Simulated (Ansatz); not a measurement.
A computed series for BeTe: response to strain

Take BeTe in the zinc blende structure (space group F-43m, No. 216; a = 5.6568 Å) as the base. Axes: x, y, z lie along the cube axes.

Strains are applied to the cell and any free atomic positions relax.

Calculations: DFT with r2SCAN, PAW potentials and a 500 eV plane-wave cutoff in Ansatz (a quantum-chemistry and plane-wave program), without spin-orbit coupling.

Notes on the quantities. pressure: mean of the normal stresses, compression positive.

```tsv
case	smallest direct gap	pressure	band gap	electron mass	volume per atom
base	4.04 eV	0.01 GPa	2.37 eV	2.1 mₑ along k, 0.25 mₑ across (at X)	22.63 Å³
uniaxial strain ε_zz = −3.00 %	3.87 eV	1.92 GPa	2.05 eV	2.0 mₑ along k, 0.26 mₑ across (at X)	21.95 Å³
uniaxial strain ε_zz = −2.50 %	3.90 eV	1.58 GPa	2.10 eV	2.0 mₑ along k, 0.25 mₑ across (at X)	22.06 Å³
uniaxial strain ε_zz = −2.00 %	3.92 eV	1.25 GPa	2.16 eV	2.0 mₑ along k, 0.25 mₑ across (at X)	22.17 Å³
uniaxial strain ε_zz = −1.50 %	3.95 eV	0.93 GPa	2.21 eV	2.0 mₑ along k, 0.25 mₑ across (at X)	22.29 Å³
uniaxial strain ε_zz = −1.00 %	3.98 eV	0.62 GPa	2.27 eV	2.0 mₑ along k, 0.25 mₑ across (at X)	22.40 Å³
uniaxial strain ε_zz = −0.50 %	4.01 eV	0.31 GPa	2.32 eV	2.0 mₑ along k, 0.25 mₑ across (at X)	22.51 Å³
```

Spin-orbit coupling, missing from the scalar runs, can matter with Te. Effective masses come from finite differences of ±0.01 Å⁻¹. Along k means along the line from Γ to the band edge. Whether these cells are dynamically stable was not tested.
